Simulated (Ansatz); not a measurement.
Relaxation of the outer planes of the (10-10) surface of wurtzite ZnO in its 1x1 cell (cut with top plane O + Zn, bottom plane O + Zn), outermost plane spacing 0.95 Å in the ideal cut.

All values below come from PBE (plane waves to 420 eV, PAW; Ansatz, a program for electronic structure).

Model: 36-atom slab, O18Zn18, 23.7 Å thick at the start, 8x5x1 mesh, Fermi-Dirac 0.025 eV, dipole correction, all atoms relaxed; symmetry of the start imposed; no spin, no spin-orbit, no U.

```
plane   atoms  bulk spacing to the next (Å)  relaxed spacing (Å)  change (%)         rumpling (Å)
-----  ------  ----------------------------  -------------------  ----------  -------------------
1      O + Zn                         0.947           (withheld)  (withheld)           (withheld)
2      O + Zn                         1.893                1.973         4.2  0.12 (Zn outermost)
```

Problem. Some entries are withheld; supply them.

Solution. 
- 1, relaxed spacing (Å): 0.711
- 1, change (%): -24.9
- 1, rumpling (Å): 0.33 (O outermost)
